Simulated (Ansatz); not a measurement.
Take InSb in the zinc blende structure (space group F-43m, No. 216) as the base.

```
InSb
1.0
    0.00000     3.27863     3.27863
    3.27863     0.00000     3.27863
    3.27863     3.27863     0.00000
Sb In
1 1
Cartesian
  4.91795   4.91795   4.91795
  0.00000   0.00000   0.00000
```

Cartesian axes are those of the cell as printed.

The values are results of Ansatz (a quantum-chemistry and plane-wave program) r2SCAN, no SOC, earlier PAW set, not measurements.

For the base:

| Property | Result |
|---|---|
| Band gap | zero |
| Shortest interatomic distance | 2.839 Å |

Now apply this change: compressive biaxial strain of 4.11 % in the plane normal to [110], as in epitaxy on a mismatched substrate; the out-of-plane cell vector and the atoms relax.

Problem. Predict the new band gap and shortest interatomic distance.

Solution. The band gap becomes 0.10 eV (base: zero); the shortest interatomic distance drops by 0.064 Å, from 2.839 Å to 2.775 Å.

Spin-orbit coupling, missing from the scalar runs, can matter with Sb. Stability against distortions was not tested. All final runs are without spin polarisation. Gaps under 0.05 eV, about the width of the smearing, are given as zero. The zero or small gap of InSb can change with the level of theory.
